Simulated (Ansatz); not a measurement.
**Fermi-surface data of TiPd (Pmma)**

Given:

```yaml
crystal:
  lattice:
    - [4.53972, 0.00000, 0.00000]
    - [0.00000, 2.74835, 0.00000]
    - [0.00000, 0.00000, 4.83618]
  atoms:
    - { symbol: Ti, position: [0.25000, 0.00000, 0.70089] }
    - { symbol: Ti, position: [0.75000, 0.00000, 0.29911] }
    - { symbol: Pd, position: [0.25000, 0.50000, 0.18662] }
    - { symbol: Pd, position: [0.75000, 0.50000, 0.81338] }
```

Calculation: PBEsol, rigid bands (plane waves, PAW, scalar-relativistic; Ansatz, a program for electronic structure). Cell: cell and atoms relaxed with PBEsol.

```json
{
  "density of states at the Fermi level": "4.49 states/(eV·cell), both spins",
  "bare Sommerfeld coefficient": "2.6 mJ/(mol of atoms·K²)",
  "drude_plasma_energy": "4.0 (x), 5.6 (y), 4.7 (z) eV",
  "root-mean-square Fermi velocity": "3.4e5 m/s",
  "resistivity times τ": "30 (x), 15.8 (y), 22 (z) ×10⁻²² Ω·m·s"
}
```

A metal at this level (no band gap); rigid bands, thermally averaged at 300 K, both spins. Spin-orbit coupling is left out. τ is one relaxation time for all states.

Computed structure with no diffraction record at hand here (it may be known, metastable or hypothetical): TiPd (Pmma).
